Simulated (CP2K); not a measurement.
Band structure of CaSnF4 (P4/mmm, 6 atoms in the cell).

```
CaSnF4
1.0
    4.00455     0.00000     0.00000
    0.00000     4.00455     0.00000
    0.00000     0.00000     5.78047
Ca Sn F
1 1 4
Direct
  0.00000   0.00000   0.50000
  0.50000   0.50000   0.00000
  0.50000   0.00000   0.26574
  0.50000   0.00000   0.73426
  0.00000   0.50000   0.26574
  0.00000   0.50000   0.73426
```

Level of theory: LDA (Pade form), GPW, DZVP-MOLOPT-SR-GTH basis, GTH-PADE potentials (GTH_POTENTIALS) (CP2K).

Settings: CUTOFF = 550 Ry; REL_CUTOFF = 50 Ry; SMEAR/METHOD = FERMI_DIRAC; ELECTRONIC_TEMPERATURE = 116.05 K; KPOINTS/SCHEME = MONKHORST-PACK 8 8 5; GAMMA_CENTERED = T; XC_FUNCTIONAL = PADE; Ca/BASIS_SET = DZVP-MOLOPT-SR-GTH-q10; Ca/POTENTIAL = GTH-PADE-q10; Sn/BASIS_SET = DZVP-MOLOPT-SR-GTH-q4; Sn/POTENTIAL = GTH-PADE-q4; F/BASIS_SET = DZVP-MOLOPT-SR-GTH-q7; F/POTENTIAL = GTH-PADE-q7; METHOD = GPW.

The starting cell comes from a database of computed structures (which also holds hypothetical and non-ambient phases and stackings), without a prior relaxation at this level. Values carry the incompleteness of an atom-centred basis.

Task: Predict the gap along the standard path and the places of the band edges.

Result: The gap along the path is 3.39 eV, from R to Z; the smallest direct gap on it is 3.86 eV.

Levels in eV from the top of the valence band on the SCF mesh, bands 18 to 22:
| point | 18 | 19 | 20 | 21 | 22 |
|---|---|---|---|---|---|
| Γ | -2.40 | -2.40 | -2.23 | -1.77 | 4.50 |
| X | -3.00 | -2.53 | -2.37 | -0.25 | 3.62 |
| M | -2.29 | -2.20 | -2.15 | -0.37 | 4.45 |
| Z | -2.56 | -2.38 | -2.38 | -0.67 | 3.41 |
| R | -3.12 | -2.98 | -2.94 | 0.02 | 4.20 |
| A | -2.25 | -2.24 | -2.19 | 0.00 | 4.60 |

Higher empty bands are left out: an atom-centred basis made for the valence describes them poorly.
